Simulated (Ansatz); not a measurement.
A one-dimensional C2S body, 6 atoms a period, stretched and compressed along its axis from its relaxed period of 3.888 Å, atoms relaxed at each length.

```
CELL_PARAMETERS angstrom
     15.00000     0.00000     0.00000
      0.00000    11.50000     0.00000
      0.00000     0.00000     3.88834
ATOMIC_POSITIONS crystal
  C  0.45664 0.50000 0.59831
  C  0.54336 0.50000 0.73502
  S  0.37488 0.50000 0.91667
  C  0.54336 0.50000 0.09831
  C  0.45664 0.50000 0.23502
  S  0.62512 0.50000 0.41667
```

Level of theory: PBE (plane waves to 420 eV, PAW; Ansatz, a program for electronic structure). Mesh 1×1×80. No spin polarisation. Isolated but for its images some 11 Å away. A hypothetical model. Only distortions within the start's symmetry and period were free. Pairing along the axis, which can open a gap, is among the distortions not tried. Buckling under compression is shut out by symmetry and the short period. Energies are free energies at a Fermi–Dirac width of 0.02 eV, from the unstrained cell.

```tsv
strain (%)	energy (meV a period)	axial force (nN)	PBE gap (eV)
-3.0	+148	-4.15	1.07
-1.5	+36	-2.01	1.23
0.0	0	+0.01	1.37
+1.5	+35	+1.89	1.51
+3.0	+136	+3.64	1.64
```

The slope of the force at zero strain is 130 nN.
